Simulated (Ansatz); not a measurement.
Structures of equal composition on the (111)B surface of zinc-blende GaAs (As plane on top): 2x2 Si adatom at H3; 2x2 Si adatom at T4. The slabs share one bottom face, and each structure is named by its start. These are constructed structures in small cells; real faces may alloy, dewet or reconstruct in larger ones, and not all known structures of the face are among them. Slabs of about 14 Å with all that they carry, Fermi-Dirac smearing of 0.025 eV. Bottom of the slabs: H caps. Relaxed from the named starts with such symmetry as they have, on meshes of like density; energies extrapolated to zero smearing; no spin-orbit coupling, no U. Spin-polarised runs, if any, are marked in brackets, and their order is one that fits the cell; the others ran without spin. Where a second, spin-polarised start was run, the lower counts.

Host crystal: zinc-blende GaAs, with a band gap (PBE, scalar-relativistic without spin-orbit coupling).

Calculation: PBE (plane waves to 420 eV, PAW; Ansatz, a quantum-chemistry and plane-wave program).

**Question.** Rank these by energy per 1x1 cell (lowest first), as PBE gives it.

**Answer.** 2x2 Si adatom at T4 (0.000 eV [spin, 0.8 μB a cell], no gap over 0.04 eV on the mesh), 2x2 Si adatom at H3 (0.049 eV [spin start, no net moment], no gap over 0.04 eV on the mesh)
